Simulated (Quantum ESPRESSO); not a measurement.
**Variants of one calculation on TiSi (Pnma, 8 atoms in the cell)**

```
CELL_PARAMETERS angstrom
      6.39631     0.00000     0.00000
      0.00000     3.56710     0.00000
      0.00000     0.00000     4.90460
ATOMIC_POSITIONS crystal
  Ti 0.67568 0.25000 0.37178
  Ti 0.32432 0.75000 0.62822
  Ti 0.82432 0.75000 0.87178
  Ti 0.17568 0.25000 0.12822
  Si 0.54393 0.25000 0.85540
  Si 0.45607 0.75000 0.14460
  Si 0.95607 0.75000 0.35540
  Si 0.04393 0.25000 0.64460
```

Base run A: PBEsol, SSSP 1.1.2 efficiency (PBE) pseudopotentials (Quantum ESPRESSO), self-consistent single point.

Its settings: ecutwfc = 50 Ry; ecutrho = 400 Ry; occupations = smearing; smearing = marzari-vanderbilt; degauss = 0.0073499 Ry; input_dft = pbesol; potentials = {Ti: ti_pbe_v1.4.uspp.F.UPF, Si: Si.pbe-n-rrkjus_psl.1.0.0.UPF}; K_POINTS = automatic 3 5 4 0 0 0; conv_thr = 1e-10 Ry; mixing_beta = 0.4.

The starting cell comes from a database of computed structures (which also holds hypothetical and non-ambient phases and stackings), without a prior relaxation at this level. Its lattice was rescaled by a random factor within 2.5 % of one. Spin polarisation is off. In the base run, with a pressure of about 6 GPa the cell is away from its equilibrium volume at this level. Without a gap this mesh is coarse (it stands for a supercell whose shortest vector is 18 Å).

ΔF is the free energy per atom less that of run A. A dash stands where there is no value to compare (another energy zero or no entropy term, no result, no spin, no clean gap, or a mesh too coarse for one). Absolute energies have different zeros for different potentials, functionals, Hubbard and dispersion terms and are not compared across them.

Run A gave: pressure (GPa) 6.36; largest force (eV/Å) 0.235; k-points 18.

Runs:
- B: degauss: 0.0073499 Ry → 0.02205 Ry
- C: lattice scaled by 1.03
- D: K_POINTS: automatic 3 5 4 0 0 0 → automatic 3 4 3 1 1 1
- E: parallel starting moments (0.05 0.05 0.05 0.05 0 0 0 0 μB); nspin: default → 2
- F: nosym: default → true
- G: nbnd: default → 48
- H: occupations: smearing → tetrahedra_opt; smearing: marzari-vanderbilt → default; degauss: 0.0073499 Ry → default
- I: input_dft: pbesol → vdw-df-obk8 [optB88-vdW]

Question: What does run H change against A?

Answer: The free energy goes up by 2.0 meV/atom, the pressure stays near 6.40 GPa while the xx stress (positive for compression) goes from 5.32 to 5.78 GPa and the largest force goes from 0.235 to 0.283 eV/Å.

Question: What does run B change against A?

Answer: The free energy rises by 1.6 meV/atom, the pressure stays near 6.30 GPa while the zz stress (positive for compression) goes from 6.94 to 6.63 GPa and the largest force goes from 0.235 to 0.248 eV/Å.

```
run  ΔF (meV/atom)  pressure (GPa)  largest force (eV/Å)  k-points
---  -------------  --------------  --------------------  --------
A             0.00            6.36                 0.235        18
B             1.61            6.30                 0.248        18
C              7.5           -7.22                 0.131        18
D             10.4            6.50                 0.257         8
E             0.01            6.36                 0.235        18
F             0.00            6.36                 0.235        31
G             0.00            6.36                 0.235        18
H             1.95            6.40                 0.283        18
I                –           10.96                 0.269        18
```
